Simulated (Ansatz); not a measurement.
Base system: CoSn (space group P6/mmm, No. 191; non-magnetic).

```xyz
6
Lattice="5.2940 0.0000 0.0000 -2.6470 4.5847 0.0000 0.0000 0.0000 4.2354" Properties=species:S:1:pos:R:3 pbc="T T T"
Co     2.6470     0.0000     0.0000
Co     1.3235     2.2924     0.0000
Co    -1.3235     2.2924     0.0000
Sn     0.0000     0.0000     0.0000
Sn     0.0000     3.0565     2.1177
Sn     2.6470     1.5282     2.1177
```

Calculations: DFT with PBE, PAW potentials and a 420 eV plane-wave cutoff in Ansatz (a quantum-chemistry and plane-wave program), no spin-orbit coupling.

For the base:

The pressure comes out as 0.0 GPa.

One thing is altered: an isotropic linear strain of +1.40 %; the atoms relax in the strained cell.

Problem. How does this affect the energy relative to the base?

Solution. The energy rises by 11 meV/atom.

Problem. Estimate the effect on the pressure.

Solution. The pressure (mean of the normal stresses, compression positive) goes from zero to -4.8 GPa.

Whether these cells are dynamically stable was not tested. Seeded moments were not kept for the base. All final runs are without spin polarisation.
